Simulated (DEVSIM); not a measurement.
System: Cr/Al2O3/p-In0.53Ga0.47As capacitor, at 300 K.

| layer (left to right) | material | thickness (nm) | Na (cm⁻³) |
|---|---|---|---|
| 1 | Al2O3 | 2.80 | - |
| 2 | In0.53Ga0.47As | 5000 | 1.3e16 |

Metal gate on the left, work function 4.5 eV. Fixed charge at the semiconductor interface -1.7e11 cm⁻² (in units of +e); interface traps 1e10 cm⁻² eV⁻¹, uniform in energy, neutral level at 0.5 of the gap above the valence band.

Constants are typed, rounded textbook-type inputs, not results; the design itself was drawn at random and stands for no fabricated device. Values at 300 K.

| parameter | Al2O3 | In0.53Ga0.47As |
|---|---|---|
| gap (eV) | 6.8 | 0.74 |
| affinity (eV) | 1.35 | 4.51 |
| permittivity | 9 | 13.9 |
| Nc (cm⁻³) | - | 2.1e17 |
| Nv (cm⁻³) | - | 7.7e18 |

DEVSIM, 1D Poisson equation in equilibrium, Boltzmann statistics, complete ionisation; no quantum confinement or tunnelling. Metal contacts follow the ideal Schottky-Mott rule: no Fermi-level pinning, no interface dipoles.

Q: Tabulate band edges, carrier densities and field at -0.3 V on the gate.

A: Energies count from the Fermi level of the right contact; mesh points crowd at the junctions.

```tsv
x (μm)	Ec (eV)	Ev (eV)	n (cm⁻³)	p (cm⁻³)	field (V/cm)
0.000	3.450	-3.350	< 1e2	< 1e2	78000
0.0009716	3.458	-3.342	< 1e2	< 1e2	78000
0.001945	3.465	-3.335	< 1e2	< 1e2	78000
0.002881	0.312	-0.428	1.2e12	5.0e11	28000
0.005072	0.318	-0.422	9.5e11	6.3e11	28000
0.009122	0.329	-0.411	6.1e11	9.8e11	27000
0.01741	0.351	-0.389	2.6e11	2.3e12	26000
0.04522	0.417	-0.323	2.1e10	2.9e13	21000
0.09665	0.504	-0.236	7.3e8	8.2e14	13000
0.2088	0.569	-0.171	5.8e7	1.0e16	1500
0.4382	0.575	-0.165	4.6e7	1.3e16	≈ 0
1.208	0.575	-0.165	4.6e7	1.3e16	≈ 0
2.586	0.575	-0.165	4.6e7	1.3e16	≈ 0
3.895	0.575	-0.165	4.6e7	1.3e16	≈ 0
4.603	0.575	-0.165	4.6e7	1.3e16	≈ 0
4.814	0.575	-0.165	4.6e7	1.3e16	≈ 0
4.917	0.575	-0.165	4.6e7	1.3e16	≈ 0
4.963	0.575	-0.165	4.6e7	1.3e16	≈ 0
4.989	0.575	-0.165	4.6e7	1.3e16	≈ 0
4.997	0.575	-0.165	4.6e7	1.3e16	≈ 0
5.001	0.575	-0.165	4.6e7	1.3e16	≈ 0
5.003	0.575	-0.165	4.6e7	1.3e16	≈ 0
```
